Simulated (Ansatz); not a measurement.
The starting structures come from a database of crystals and need not be the phases stable at ambient conditions.

By PBEsol, the system below comes out a metal.

Input:

```yaml
crystal:
  lattice:
    - [4.17876, 0.00000, 0.00000]
    - [0.00000, 4.17876, 0.00000]
    - [0.00000, 0.00000, 4.17876]
  atoms:
    - { symbol: Ba, position: [0.00000, 0.00000, 0.00000] }
    - { symbol: Hg, position: [0.50000, 0.50000, 0.50000] }
```

Space group of this cell: Pm-3m, CsCl type. The cell is taken as given; by PBEsol its mean pressure is -1.6 GPa.

The current flows along the normal of the first two printed cell vectors, the (001) plane of the conventional cell. No spin-orbit coupling; the value is a mean over 0.1 eV about the Fermi level.

Q: Predict the ballistic conductance per area from Ansatz (a first-principles code) with PBEsol.

A: 0.47 × 10¹⁵ S/m² for both spins.
